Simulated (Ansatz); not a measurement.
Base system: Hf in the hcp (Mg type) structure (space group P6_3/mmc, No. 194).

Hf is taken in the hexagonal space group P6₃/mmc (No. 194), the hcp (Mg type) structure, Pearson symbol hP2. Conventional cell: a = 3.198 Å, b = 3.198 Å, c = 5.047 Å, α = 90.00°, β = 90.00°, γ = 120.00°. Hf on 2d sees 12 Hf at 3.127–3.198 Å (anticuboctahedral). (Neighbours: up to the widest gap in distance over summed covalent radii, below 1.35, at either atom.)

All numbers come from Kohn–Sham DFT with the r2SCAN functional, run in Ansatz (a quantum-chemistry and plane-wave program) with PAW and 500 eV plane waves, no SOC.

One change was made to it. Results:

The lattice parameter a drops by 0.014 Å to 3.184 Å; the c/a ratio hardly moves (1.578 against 1.579).

Task: Which change produced these results?
A) pressure 3 GPa
B) pressure 10 GPa
C) pressure 7.5 GPa
D) pressure 1.5 GPa
E) pressure −2 GPa

Result: D, pressure 1.5 GPa. For comparison, the lattice parameter a in the other runs: pressure 7.5 GPa gives 3.132 Å; pressure 10 GPa gives 3.113 Å; pressure 3 GPa gives 3.170 Å; pressure −2 GPa gives 3.218 Å.

Load acts through the strain it causes; cell and atoms are relaxed under it. Whether these cells are dynamically stable was not tested. Competing high-pressure phases were not computed. All final runs are without spin polarisation.
